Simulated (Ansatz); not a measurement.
**PBE against r2SCAN: HfO2, pressure 9 GPa**

The parent structure is HfO$_{2}$ in the fluorite structure (space group Fm-3m, No. 225; a = 5.098 Å).

(Cell as relaxed with PBE.)

Levels (all Ansatz, a quantum-chemistry and plane-wave program, PAW, earlier PAW set): PBE (420 eV, no spin-orbit coupling); r2SCAN (500 eV, no spin-orbit coupling).

Each level relaxes its own structure.

| base | PBE | r2SCAN |
|---|---|---|
| volume per atom | 11.04 Å³ | 10.79 Å³ |
| lattice parameter a | 5.098 Å | 5.059 Å |
| band gap | 3.75 eV | 4.30 eV |

The change: cell and atoms relaxed at a pressure of 9 GPa.

| quantity | PBE | r2SCAN |
|---|---|---|
| electron mass | 1.2 mₑ along k, 0.72 mₑ across (at X) | 1.1 mₑ along k, 0.74 mₑ across (at X) |
| lattice parameter a | 5.041 Å | 5.007 Å |
| mean gap deformation potential ΔEg/Δln V | -2.5 eV | -2.7 eV |

PBE's lattice parameter a lies 0.034 Å above r2SCAN's (0.7 %). Neither level is exact; r2SCAN is the comparison here, not a measurement.

With Hf present, leaving out spin-orbit coupling can change the band edges. Load acts through the strain it causes; cell and atoms are relaxed under it. Masses are band curvatures over ±0.01 Å⁻¹ around the edge. Along k means along the line from Γ to the band edge. No phonon test of stability was made. No other phases were tried under pressure. This is not the structure that HfO2 has at room temperature and ambient pressure.
